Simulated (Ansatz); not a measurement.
## Nb: isotropic strain −3.69 %

Consider Nb in the bcc (W type) structure (space group Im-3m, No. 229; a = 3.273 Å; relaxed with 0.1 eV smearing).

One thing is altered: every lattice vector is shortened by 3.69 %, atoms relaxed at fixed cell.

The values are results of PBEsol/PAW in Ansatz (an electronic-structure program), spin-orbit coupling left out, not measurements. k-mesh 26×26×26 (Γ-centred); smearing 0.1 eV (Fermi–Dirac).

```json
[
 {"quantity": "volume per atom", "base": "17.53 Å³", "changed": "15.66 Å³", "shift": "-1.87 Å³"},
 {"quantity": "space group", "base": "Im-3m (No. 229)", "changed": "Im-3m (No. 229)", "shift": "–"},
 {"quantity": "energy relative to the base (free energy F)", "base": "0 meV/atom", "changed": "+134 meV/atom", "shift": "+134 meV/atom"},
 {"quantity": "pressure", "base": "0.0 GPa", "changed": "25.0 GPa", "shift": "+25.0 GPa"},
 {"quantity": "band gap", "base": "zero", "changed": "zero", "shift": "–"}
]
```

Whether these cells are dynamically stable was not tested. The base started in P-1 and relaxed to Im-3m at this level. All final runs are without spin polarisation.
